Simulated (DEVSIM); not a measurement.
Structure: abrupt Ge n-p junction, at 350 K.

```tsv
layer (left to right)	material	thickness (μm)	Nd (cm⁻³)	Na (cm⁻³)	τn (s)	τp (s)
1	Ge	19.0	3.7e16	-	1.7e-7	1.7e-7
2	Ge	0.620	-	1.1e15	1.7e-7	1.7e-7
```

Left contact: ohmic. Right contact: ohmic. Voltage is applied to the left contact. Recombination: SRH at mid-gap. Mobility is μmin + (μ − μmin)/(1 + (N/Nref)^α).

This is a model device: material constants are rounded textbook-type values typed into the input, and sizes, dopings and lifetimes were drawn at random. Values at 300 K; Nc and Nv go as T^1.5, mobilities as T to minus their exponent, the gap by Varshni's rule with the affinity fixed.

```tsv
parameter	Ge
gap (eV)	0.664
affinity (eV)	4
permittivity	16
Nc (cm⁻³)	1.04e19
Nv (cm⁻³)	6e18
μn (cm²/Vs)	3900
μp (cm²/Vs)	1900
μn,min	150
μp,min	100
Nref,n	2.6e17
Nref,p	4e17
αn	0.56
αp	0.6
T exponent of μn	1.66
T exponent of μp	2.33
Varshni α (eV/K)	0.000477
Varshni β (K)	235
```

DEVSIM, 1D drift-diffusion, Boltzmann statistics, complete ionisation; no tunnelling, impact ionisation, image-force lowering or self-heating.

The thickness of layer 2 was swept, all else fixed.

| thickness of layer 2 (μm) | largest field in the device at zero bias (V/cm) |
|---|---|
| 0.12 | 15000 |
| 0.22 | 12000 |
| 0.37 | 11000 |
| 0.62 | 11000 |
| 1.1 | 11000 |
| 1.9 | 11000 |
| 3.1 | 11000 |

From the first row to the last the largest field in the device at zero bias goes from 15000 to 11000.
